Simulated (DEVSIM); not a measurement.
Structure: Schottky contact on p-type CdTe, at 350 K.

```csv
layer (left to right),material,thickness (μm),Na (cm⁻³),τn (s),τp (s)
1,CdTe,2.30,1.1e17,9e-10,9e-10
2,CdTe,15.0,1.4e18,9e-10,9e-10
```

Left contact: Schottky, work function 4.8 eV, emission velocity 4.8e6 cm/s. Right contact: ohmic. Voltage is applied to the left contact. Recombination: SRH at mid-gap, radiative. Mobility is μmin + (μ − μmin)/(1 + (N/Nref)^α).

The device is made up for the run: typed textbook-type constants, with dimensions and the other settings drawn at random. Values at 300 K; Nc and Nv go as T^1.5, mobilities as T to minus their exponent, the gap by Varshni's rule with the affinity fixed.

```csv
parameter,CdTe
gap (eV),1.5
affinity (eV),4.28
permittivity,10.2
Nc (cm⁻³),8e17
Nv (cm⁻³),1.8e19
μn (cm²/Vs),1000
μp (cm²/Vs),80
"μn,min",100
"μp,min",10
"Nref,n",1e17
"Nref,p",1e17
αn,0.6
αp,0.6
T exponent of μn,1.7
T exponent of μp,1.5
B (cm³/s),1e-10
Varshni α (eV/K),0.00031
Varshni β (K),108
```

Simulated with DEVSIM: 1D drift-diffusion, Boltzmann statistics, complete ionisation; no tunnelling, impact ionisation, image-force lowering or self-heating. Metal contacts follow the ideal Schottky-Mott rule: no Fermi-level pinning, no interface dipoles.

The doping Na of layer 1 was swept, all else fixed.

```json
[
 {"doping Na of layer 1 (cm^-3)": "3.3e15", "dark forward voltage at 100 A/cm² (V)": "[?]", "dark forward voltage at 1 A/cm² (V)": "[?]"},
 {"doping Na of layer 1 (cm^-3)": "1.1e16", "dark forward voltage at 100 A/cm² (V)": "0.944", "dark forward voltage at 1 A/cm² (V)": "0.512"},
 {"doping Na of layer 1 (cm^-3)": "3.3e16", "dark forward voltage at 100 A/cm² (V)": "0.780", "dark forward voltage at 1 A/cm² (V)": "0.499"},
 {"doping Na of layer 1 (cm^-3)": "1.1e17", "dark forward voltage at 100 A/cm² (V)": "0.707", "dark forward voltage at 1 A/cm² (V)": "0.489"},
 {"doping Na of layer 1 (cm^-3)": "3.3e17", "dark forward voltage at 100 A/cm² (V)": "0.680", "dark forward voltage at 1 A/cm² (V)": "0.483"},
 {"doping Na of layer 1 (cm^-3)": "1.1e18", "dark forward voltage at 100 A/cm² (V)": "0.664", "dark forward voltage at 1 A/cm² (V)": "0.478"},
 {"doping Na of layer 1 (cm^-3)": "3.3e18", "dark forward voltage at 100 A/cm² (V)": "0.654", "dark forward voltage at 1 A/cm² (V)": "0.475"}
]
```

Problem. Fill in the missing entries.

Solution. 
- 3.3e15, dark forward voltage at 100 A/cm² (V): 1.429
- 3.3e15, dark forward voltage at 1 A/cm² (V): 0.535
